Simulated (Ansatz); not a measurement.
System: cubic perovskite CsHgBr3 (idealised or unconfirmed structure). Method: BLYP in Ansatz (plane waves, PAW).

The input as run:

Ansatz 0.2 input:
```yaml
crystal:
  lattice:
    - [5.9052089418, 0.0, 0.0]
    - [0.0, 5.9052089418, 0.0]
    - [0.0, 0.0, 5.9052089418]
  atoms:
    - { symbol: Cs, position: [0.0, 0.0, 0.0] }
    - { symbol: Hg, position: [0.5, 0.5, 0.5] }
    - { symbol: Br, position: [0.5, 0.0, 0.5] }
    - { symbol: Br, position: [0.0, 0.5, 0.5] }
    - { symbol: Br, position: [0.5, 0.5, 0.0] }
basis:
  ecutwfc: 520
  ecutrho_ratio: 4
  xc_grid: 2
kpoints:
  mp_grid: { grid: [10, 10, 10] }
hamiltonian:
  xc: blyp
  dispersion: none
  pseudopotentials: { kind: paw }
scf:
  occupations: { method: fermi_dirac, width: 0.05 }
  convergence: { dr2_threshold: 0.0000000005 }
output:
  forces: true
  stress: true
  eigenvalues: true
```

Question: How many irreducible k-points, plane waves at Γ does the program set up, and what pressure does the run end with?

Answer: 56 irreducible k-points, 5497 plane waves at Γ; P = -0.64 GPa, so the cell is stretched on average and its volume would shrink at this level.

Output (set-up and result lines):

```
Crystal: 5 atoms, lattice volume = 205.923 Å³
Basis set: ecut = 520 eV, 5497 PW (Γ), exchange–correlation on 90×90×90 points (8 copies of the dense FFT grid, shifted against one another)
Bands: 30, of which v1, the nominal top of the filled ones, is band 25 counted from 1 (24 counted from 0)
Symmetry: 48 space group operations
Space group: Pm-3m (ITA 221), of the structure as read, at distance tolerance 5.9e-5 Å
k-points: 56 of 1000
Functional: x = b88, c = lyp
SCF iter   1: F=—  HF=-27919.714120 eV  |F-HF|=—  |Δ(HF+E_count)|=         —  Δρ=3.64e-3  dr2=3.38e-2
SCF iter   2: F=—  HF=-27919.707100 eV  |F-HF|=—  |Δ(HF+E_count)|=   7.02e-3  Δρ=1.19e-3  dr2=2.14e-3
  ...
SCF iter   7: F=—  HF=-27919.706719 eV  |F-HF|=—  |Δ(HF+E_count)|=   3.46e-8  Δρ=1.57e-6  dr2=7.07e-9
SCF iter   8: F=-27919.706719 eV  HF=-27919.706719 eV  |F-HF|=2.18e-11  |Δ(HF+E_count)|=   1.39e-9  Δρ=2.95e-7  dr2=3.10e-10
SCF 1 converged in 8 iterations: F = -27919.706719 eV  dr2 = 3.10e-10
SCF converged after 8 iterations
Free energy (F): -27919.706719 eV
Internal energy: -27919.698733 eV  (E = F + TS)
E sigma→0 (E₀):  -27919.702726 eV
Fermi energy:    2.522185 eV
--- Forces (eV/Å), atoms counted from 1 ---
  atom   1  Cs    -0.00000000     0.00000000    -0.00000000
  atom   2  Hg     0.00000000     0.00000000     0.00000000
  atom   3  Br    -0.00000000     0.00000000     0.00000000
  atom   4  Br     0.00000000     0.00000000     0.00000000
  atom   5  Br     0.00000000    -0.00000000    -0.00000000
--- Stress (GPa, compression-positive) ---
       -0.639994       0.000000       0.000000
       -0.000000      -0.639994       0.000000
        0.000000       0.000000      -0.639994
  P = ⅓ Tr σ = -0.6400 GPa (-6.400 kbar)
```

The cell is one volume of an energy–volume scan, off the minimum.

The PAW data were made under PBE.

It cost roughly 30 core-seconds of CPU time.

Ansatz is a quantum-chemistry and plane-wave program.
